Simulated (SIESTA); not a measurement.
Input and output of a relaxation of cell and atoms for SrIrO3 (P1, 5 atoms in the cell) (SIESTA).

Level of theory: SIESTA with GGA PBEsol, numerical atomic orbitals DZP, PseudoDojo PBEsol standard norm-conserving potentials (rewritten from UPF to PSML).

```xyz
5
Lattice="3.9981 0.0000 0.0000 0.0000 3.9981 0.0000 0.0000 0.0000 3.9981" Properties=species:S:1:pos:R:3 pbc="T T T"
Sr    -0.0416    -0.0297     0.0109
Ir     2.0139     2.0235     1.9964
O      2.0065     2.0052    -0.0146
O      0.0242     1.9700     2.0066
O      1.9940     0.0280     1.9977
```

Reference input (self-consistent single point, DFT, GGA PBEsol, numerical atomic orbitals DZP, PseudoDojo PBEsol standard norm-conserving potentials (rewritten from UPF to PSML)): XC.functional = GGA; XC.authors = PBEsol; potentials = PseudoDojo PBEsol standard; PAO.BasisSize = DZP; PAO.EnergyShift = 0.01 Ry; MeshCutoff = 400 Ry; kgrid.MonkhorstPack = 7 7 7; OccupationFunction = FD; ElectronicTemperature = 0.1 eV; MaxSCFIterations = 150; SCF.Mixer.Method = Broyden; SCF.Mixer.Weight = 0.25. This run's input differs from it in these lines:

```diff
@@ -45,2 +45,8 @@
 Diag.ParallelOverK           true
+MD.TypeOfRun                 FIRE
+MD.Steps                     40
+MD.MaxForceTol               0.02 eV/Ang
+MD.VariableCell              true
+MD.MaxStressTol              0.05 GPa
+Target.Pressure              10 GPa
 WriteForces                  true
```

Output (repeated stretches shortened):

```
        iscf     Eharris(eV)        E_KS(eV)     FreeEng(eV)     dDmax    Ef(eV) dHmax(eV)
   scf:    1    -5335.208726    -5379.465997    -5379.549060  1.245847 -1.136453 24.063842
   scf:    2    -5406.904356    -5397.414784    -5397.527634  0.685654 -3.559874  6.329097
   scf:    3    -5398.323027    -5398.308855    -5398.458284  0.210585 -4.281517  1.024588
   scf:    4    -5398.296561    -5398.366451    -5398.506135  0.055880 -4.290957  1.086739
   scf:    5    -5397.708966    -5398.192461    -5398.366879  0.092578 -4.520893  2.259930
   [... 3 lines left out ...]
   scf:    9    -5398.399561    -5398.399795    -5398.554954  0.000785 -4.320939  0.005095
   scf:   10    -5398.399699    -5398.399747    -5398.554956  0.000436 -4.319199  0.002195
   scf:   11    -5398.399710    -5398.399729    -5398.554956  0.000167 -4.318572  0.000781
   scf:   12    -5398.399725    -5398.399727    -5398.554956  0.000062 -4.318350  0.000391
SCF Convergence by DM+H criterion
max |DM_out - DM_in|         :     0.0000621727
max |H_out - H_in|      (eV) :     0.0003910632
SCF cycle converged after 12 iterations

Using DM_out to compute the final energy and forces

siesta: E_KS(eV) =            -5398.3997

siesta: E_KS - E_eggbox =     -5398.3997

siesta: Atomic forces (eV/Ang):
     1    0.176160    0.177514   -0.046982
   [... lines left out ...]
siesta: Pressure (static):        -50.17643831  kBar
siesta: Pressure (total):        -50.17643831  kBar
No target stress found, assuming hydrostatic MD.TargetPressure.
Target stress (kBar)
outcell: Cell volume (Ang**3)        :     59.3987
        iscf     Eharris(eV)        E_KS(eV)     FreeEng(eV)     dDmax    Ef(eV) dHmax(eV)
siesta: Pressure (static):        100.77265192  kBar
siesta: Pressure (total):        100.77265192  kBar
outcell: Cell volume (Ang**3)        :     59.3987
siesta: FreeEng =     -5398.533734
   [... lines left out ...]

              0.187   0.031   0.183

Species: O
Atom  Qatom  Qorb
               2s      2s      2py     2pz     2px     2py     2pz     2px
               3Pdxy   3Pdyz   3Pdz2   3Pdxz   3Pdx2-y2
   3  6.649   1.684   0.028   2.012   1.442   2.021  -0.269  -0.057  -0.273
              0.005   0.017   0.016   0.017   0.005
   4  6.647   1.695   0.025   2.005   2.052   1.429  -0.271  -0.293  -0.055
              0.017   0.005   0.008   0.016   0.014
   5  6.647   1.686   0.026   1.428   2.029   2.026  -0.052  -0.279  -0.278
              0.017   0.017   0.007   0.005   0.013

mulliken: Qtot =       45.000

Mulliken Atomic Populations:
Atom #   charge [q] valence [e]  Species
     1     1.091274    8.908726  Sr
     2     0.851128   16.148872  Ir
     3    -0.648798    6.648798  O
     4    -0.646878    6.646878  O
     5    -0.646725    6.646725  O
 Total    -0.000000
```

The relaxation ended unconverged. 

The starting cell comes from a database of computed structures (which also holds hypothetical and non-ambient phases and stackings), without a prior relaxation at this level. Its atoms were displaced at random from the sites of space group no. 221. Values carry the incompleteness of an atom-centred basis.

Cost on one core of a shared machine: roughly 10 min.
